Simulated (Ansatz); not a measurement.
An Ansatz (a program for electronic structure) run: BP with a change (uniaxial strain ε_zz = −0.58 %); r2SCAN in Ansatz (plane waves to 500 eV, PAW, spin-orbit coupling left out).

Input:

Ansatz 0.2 input:
```yaml
crystal:
  lattice:
    - [0, 2.2682937858, 2.2551376818]
    - [2.2682937858, 0, 2.2551376818]
    - [2.2682937858, 2.2682937858, 0]
  atoms:
    - { symbol: P, position: [0.25, 0.25, 0.25] }
    - { symbol: B, position: [0, 0, 0] }
basis: { ecutwfc: 500, ecutrho_ratio: 4, xc_grid: 4, fft_grid_basis: typed }
kpoints: { mp_grid: { grid: [12, 12, 12] } }
hamiltonian:
  xc: r2scan
  dispersion: none
  pseudopotentials: { kind: paw }
scf: { occupations: { method: fermi_dirac, width: 0.05 }, convergence: { dr2_threshold: 0.0000000002 } }
relax: { f_tol: 0.005, max_steps: 50 }
output: { forces: true, stress: true }
checkpoint: { write: state.ck, write_every: 1000 }
```

Output (explanatory and most iteration lines left out):

```
Relaxation: its limit of steps is 50 (relax.max_steps)
Pseudopotential: P, paw, valence charge 5
Pseudopotential: B, paw, valence charge 3
Crystal: 2 atoms, lattice volume = 23.206 Å³
Basis set: ecut = 500 eV, 593 PW (Γ), exchange–correlation on 96×96×96 points (64 copies of the dense FFT grid, shifted against one another)
Bands: 8, of which v1, the nominal top of the filled ones, is band 4 counted from 1 (3 counted from 0)
Symmetry: 8 space group operations
Space group: I-4m2 (ITA 119), of the structure as read, at distance tolerance 2.9e-5 Å
k-points: 163 of 1728 (time reversal used)
Functional: x = r2scan, c = r2scan; τ floored in thin density (d = 2e-4 eV/Å³)
SCF iter   1: F=—  HF=-916.650115 eV  |F-HF|=—  |Δ(HF+E_count)|=         —  Δρ=4.38e-3  dr2=2.24e-3  dr2_τ=1.33e-1  ethr=1.77e-3  ⟨swp⟩=6.2  Hψ=12396  notcnv=0
SCF iter   2: F=—  HF=-916.686417 eV  |F-HF|=—  |Δ(HF+E_count)|=   3.63e-2  Δρ=2.94e-3  dr2=9.32e-4  dr2_τ=3.86e-5  ethr=2.80e-5  ⟨swp⟩=2.1  Hψ=3947  notcnv=0
SCF 1 converged in 8 iterations: F = -916.686504 eV  dr2 = 3.56e-11
relax step   1: F+E_penalty+E_count = -916.68650404 eV  Δ(F+E_penalty+E_count) = +0.000e0 eV  max|allowed force component| = 1.943e-16 eV/Å  Δτ_max = 0.0000 Å  (8 SCF iters, accepted)
Crystal: 2 atoms, lattice volume = 23.206 Å³
SCF iter   1: F=—  HF=-916.686504 eV  |F-HF|=—  |Δ(HF+E_count)|=         —  Δρ=5.57e-7  dr2=3.57e-11  dr2_τ=1.11e-12  ethr=1.00e-12  ⟨swp⟩=2.1  Hψ=12485  notcnv=0
SCF iter   2: F=-916.686504 eV  HF=-916.686504 eV  |F-HF|=3.52e-12  |Δ(HF+E_count)|=  1.08e-11  Δρ=2.80e-7  dr2=7.72e-12  dr2_τ=1.98e-13  ethr=1.00e-12  ⟨swp⟩=3.6  Hψ=3387  notcnv=0
SCF 2 converged in 2 iterations: F = -916.686504 eV  dr2 = 7.72e-12
SCF converged after 2 iterations
Free energy (F): -916.686504 eV
Internal energy: -916.686504 eV  (E = F + TS)
E sigma→0 (E₀):  -916.686504 eV
Fermi energy:    10.007980 eV
--- Forces (eV/Å), atoms counted from 1 ---
  atom   1  P     -0.00000000     0.00000000     0.00000000
  atom   2  B      0.00000000    -0.00000000     0.00000000
--- Stress (GPa, compression-positive) ---
        0.431254      -0.000000      -0.000000
       -0.000000       0.431254       0.000000
       -0.000000       0.000000       2.102031
  P = ⅓ Tr σ = 0.9882 GPa (9.882 kbar)
--- Relaxed structure (1 steps of the walk, 1 accepted, 0 SCFs on fresh bases) ---
  atoms:
    - { symbol: P, position: [0.25, 0.25, 0.25] }
    - { symbol: B, position: [0.0, 0.0, 0.0] }
```

Stability against distortions was not tested. The cell was made from BP in the zinc blende structure (space group F-43m, No. 216) by this change: uniaxial strain ε_zz = −0.58 %.
